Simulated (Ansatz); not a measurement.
## AgI in the zinc blende structure (space group F-43m, No. 216)

```
AgI
1.0
    0.00000     3.31396     3.31396
    3.31396     0.00000     3.31396
    3.31396     3.31396     0.00000
Ag I
1 1
Cartesian
  0.00000   0.00000   0.00000
  1.65698   1.65698   1.65698
```

The values are results of PBE in Ansatz (plane waves to 420 eV, PAW, no SOC), not measurements. Settings: 9×9×9 k-points, 0.05 eV Fermi–Dirac smearing.

```json
{
  "volume_per_atom": "36.39 Å³",
  "density": "5.36 g/cm³",
  "band_gap": "1.34 eV, direct at Γ",
  "electron_mass": "0.18 mₑ",
  "Hole mass (degenerate bands, along [100])": "0.22, 0.79, 0.79 mₑ",
  "Lowest conduction-band minima above the VBM": "Γ 1.34 eV; L along ⟨111⟩ 2.79 eV",
  "total_energy": "-7552.004 eV/atom (σ→0; compares only within this code and set-up)"
}
```

Spin-orbit coupling, missing from the scalar runs, can matter with I. Masses are band curvatures over ±0.01 Å⁻¹ around the edge. Whether these cells are dynamically stable was not tested.

Ansatz is a quantum-chemistry and plane-wave program.
